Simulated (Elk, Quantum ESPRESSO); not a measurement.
A Quantum ESPRESSO input for a self-consistent single point of MgS (F-43m, 2 atoms in the cell) (DFT, PBEsol, plane waves, PseudoDojo standard norm-conserving (PBESOL) pseudopotentials):

```fortran
&CONTROL
    calculation = 'scf'
    prefix = 'run'
    outdir = './tmp/'
    pseudo_dir = './'
    tprnfor = .true.
    tstress = .true.
/
&SYSTEM
    ibrav = 2
    celldm(1) = 10.49349043
    nat = 2
    ntyp = 2
    ecutwfc = 85
    occupations = 'fixed'
    nbnd = 12
/
&ELECTRONS
    conv_thr = 1e-10
    mixing_beta = 0.7
/
ATOMIC_SPECIES
Mg    24.3050  Mg.upf
S     32.0600  S.upf
ATOMIC_POSITIONS {angstrom}
Mg    0.00000000    0.00000000    0.00000000
S    -4.16468700    4.16468700    4.16468700
K_POINTS {automatic}
10 10 10  0 0 0
```

Translate this input to Elk.

This is the input that was run; spellings and numerical settings could be chosen otherwise.

```
tasks
  0

xctype
  22

rgkmax
  7.5

gmaxvr
  16.0

nxoapwlo
  1

rmtscf
  0.99

stype
  0

swidth
  0.0001

maxscl
  100

scale
  1.889726125

avec
    0.0000000000    2.7764580000    2.7764580000
    2.7764580000    0.0000000000    2.7764580000
    2.7764580000    2.7764580000    0.0000000000

sppath
  'species/'

atoms
  2
  'Mg.in'
  1
  0.0000000000  0.0000000000  0.0000000000    0.0 0.0 0.0
  'S.in'
  1
  0.7500000000  0.7500000000  0.7500000000    0.0 0.0 0.0

ngridk
  10 10 10
```

Basis, cutoffs, solver keys and any potentials are the target program's own. This input uses DFT, PBEsol, all-electron FP-LAPW, Elk's shipped species files, LAPW+lo basis. Both were run: gap on the mesh 3.575 eV in Quantum ESPRESSO and 3.513 in Elk.

On Elk: the starting cell comes from a database of computed structures (which also holds hypothetical and non-ambient phases and stackings), without a prior relaxation at this level. For this run, on top of that: lattice scaled by 0.98. Values depend on the basis (sphere radii, cutoffs, local orbitals), which need not be converged.

On Quantum ESPRESSO: the starting cell comes from a database of computed structures (which also holds hypothetical and non-ambient phases and stackings), without a prior relaxation at this level. For this run, on top of that: lattice scaled by 0.98. With a pressure of about 3 GPa the cell is away from its equilibrium volume at this level.
